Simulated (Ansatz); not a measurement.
Ansatz (a program for electronic structure), DFT, HSE06, plane waves, its default PAW files: fcc Cu, atoms displaced, 4 atoms. Basis and mesh were picked for this test and aren't claimed converged.

```yaml
cell: 3.62, 3.62, 3.62 Å; 90, 90, 90°
distance_to_the_nearest_atom: 2.51 to 2.53 Å
task: single point
k mesh: 4×4×4
hamiltonian.xc: hse06
kind_of_files: paw
scf.occupations.method: fermi_dirac
scf.occupations.width: 0.1 eV
output.forces: true
memory maximum (--max-ram): 200GiB
accuracy: medium (default)
basis.precision: auto (default)
basis.xc_grid: 2 (default)
scf.eigensolver.kind: auto (default)
scf.mixing.algorithm: auto (default)
scf.mixing.preconditioner: auto (default)
scf.convergence.dr2_threshold: 1e-07 (default)
scf.lower_state_search: light (default)
k-points after symmetry: 36
bands_at_the_start: 46
electrons: 76
plane waves at Γ: 925
cutoff (eV): 420
FFT grid: 25×25×25
symmetry_operations: 1
```

Machine: one whole node, AMD EPYC (Zen 5), 96 cores on 1 socket, no SMT, 12 L3 cache groups.

Each time is the median wall time of two to five repeats, run one at a time on the otherwise empty machine; start-up is included. Processes are pinned to neighbouring cores unless said otherwise. The times hold for this build (release build for x86-64 with AVX-512, one process with threads). Scratch files lie in a memory file system.

Measured:

```csv
cores,layout,wall time
8,8 threads,5.20 s
16,16 threads,3.74 s
32,32 threads,3.16 s
48,48 threads,2.97 s
```

Task: Fit T(p) = s + w/p to these times and predict the runs with 24 threads and with 64 threads. How well does the fit hold?

Result: A fit of relative deviations gives s = 2.50 s and w = 21.1 core-seconds; it misses the rows shown by at most 2 %.

| cores | layout | fit | measured | measured against fit |
|---|---|---|---|---|
| 24 | 24 threads | 3.38 s | 3.24 s | -4 % |
| 64 | 64 threads | 2.83 s | 3.17 s | +12 % |

Efficiency, counted from 8 cores, is near one half at 24 cores. The shortest time, 3.0 s, comes at 48 cores (32, 64: level within 8 % or the scatter of repeats); at 96 the run, laid out as 96 threads, is slower again (3.5 s). The share that grows most is that of set-up and steps outside the phases: from 9.7 % of the time on 8 cores to 28 % on 96. The largest part on 96 cores, building exact exchange (ace_build), takes 1.9 s on 8 and 1.0 s there.

Keys are those of Ansatz 0.2.
